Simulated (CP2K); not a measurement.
CP2K run on BaP₂Os₂ (I4/mmm, 5 atoms in the cell): self-consistent single point.

Computed with LDA (Pade form), GPW, DZVP-MOLOPT-SR-GTH basis, GTH-PADE potentials (GTH_POTENTIALS) (CP2K).

```
Ba(POs)2
1.0
    6.79906     0.00000     0.00000
    4.37578     5.20381     0.00000
   -5.58742    -2.60191     2.87019
Ba P Os
1 2 2
Direct
  0.00000   0.00000   0.00000
  0.65708   0.65708   0.00000
  0.34292   0.34292   0.00000
  0.25000   0.75000   0.50000
  0.75000   0.25000   0.50000
```

Reference input (self-consistent single point, DFT PBEsol, GPW, DZVP-MOLOPT-SR-GTH basis, GTH-PBE potentials (GTH_POTENTIALS)): CUTOFF = 500 Ry; REL_CUTOFF = 40 Ry; SMEAR/METHOD = FERMI_DIRAC; ELECTRONIC_TEMPERATURE = 580.23 K; KPOINTS/SCHEME = MONKHORST-PACK 7 7 7; XC_FUNCTIONAL = PBE:PBESOL; Ba/BASIS_SET = DZVP-MOLOPT-SR-GTH-q10; Ba/POTENTIAL = GTH-PBE-q10; P/BASIS_SET = DZVP-MOLOPT-SR-GTH-q5; P/POTENTIAL = GTH-PBE-q5; Os/BASIS_SET = DZVP-MOLOPT-SR-GTH-q16; Os/POTENTIAL = GTH-PBE-q16. This run's input differs from it in these lines:

```diff
@@ -43,6 +43,3 @@
     &XC
-      &XC_FUNCTIONAL
-        &PBE
-          PARAMETRIZATION PBESOL
-        &END PBE
+      &XC_FUNCTIONAL PADE
       &END XC_FUNCTIONAL
@@ -80,3 +77,3 @@
       BASIS_SET DZVP-MOLOPT-SR-GTH-q10
-      POTENTIAL GTH-PBE-q10
+      POTENTIAL GTH-PADE-q10
     &END KIND
@@ -84,3 +81,3 @@
       BASIS_SET DZVP-MOLOPT-SR-GTH-q5
-      POTENTIAL GTH-PBE-q5
+      POTENTIAL GTH-PADE-q5
     &END KIND
@@ -88,3 +85,3 @@
       BASIS_SET DZVP-MOLOPT-SR-GTH-q16
-      POTENTIAL GTH-PBE-q16
+      POTENTIAL GTH-PADE-q16
     &END KIND
```

The program printed (abridged):

```
 SCF WAVEFUNCTION OPTIMIZATION

  Step     Update method      Time    Convergence         Total energy    Change
     1 NoMix/Diag. 0.30E+00      -     1.56071569      -223.9115764812 -2.24E+02
     2 Broy./Diag. 0.30E+00      -     0.01354100      -222.4611430458  1.45E+00
     3 Broy./Diag. 0.30E+00      -     0.02931871      -222.4875722284 -2.64E-02
     4 Broy./Diag. 0.30E+00      -     0.00510987      -222.5514995934 -6.39E-02
     5 Broy./Diag. 0.30E+00      -     0.00261563      -222.5509878427  5.12E-04
     6 Broy./Diag. 0.30E+00      -     0.00081441      -222.5348877242  1.61E-02
   [... 4 lines left out ...]
    11 Broy./Diag. 0.30E+00      -     0.00001416      -222.5305872460  6.91E-05
    12 Broy./Diag. 0.30E+00      -     0.00000231      -222.5305443764  4.29E-05
    13 Broy./Diag. 0.30E+00      -     0.00000261      -222.5305397791  4.60E-06
    14 Broy./Diag. 0.30E+00      -     0.00000024      -222.5305458440 -6.06E-06
  *** SCF run converged in    14 steps ***

  Overlap energy of the core charge distribution:               0.00000000980522
  Self energy of the core charge distribution:               -362.79636812856251
  Core Hamiltonian energy:                                     79.64182448088239
  Hartree energy:                                              86.85638601011973
  Exchange-correlation energy:                                -26.23187942302971
  Electronic entropic energy:                                  -0.00050879324376
  Fermi energy:                                                 0.39303830684277

  Total energy:                                              -222.53054584400797
  Total energy (extrapolated to T->0):                       -222.53029144738611

   [... lines left out ...]

 STRESS| Analytical stress tensor [bar]
 STRESS|                        x                   y                   z
 STRESS|      x       -7.51464732277E+04   1.39481351116E+04   2.94469000611E+00
 STRESS|      y        1.39481351116E+04  -9.86039262311E+04   1.41300761646E+00
 STRESS|      z        2.94469000611E+00   1.41300761646E+00  -1.05097978358E+05
 STRESS| 1/3 Trace                                            -9.29494592724E+04
```

The run converged in 14 iterations. Against the reference run the pressure goes from -1.80 to -9.29 GPa and the largest force goes from 0.210 to 0.368 eV/Å.

The starting cell comes from a database of computed structures (which also holds hypothetical and non-ambient phases and stackings), without a prior relaxation at this level. Spin polarisation is off. Values carry the incompleteness of an atom-centred basis. With a pressure of about -9 GPa the cell is away from its equilibrium volume at this level.

Cost on one core of a shared machine: roughly 70 s.
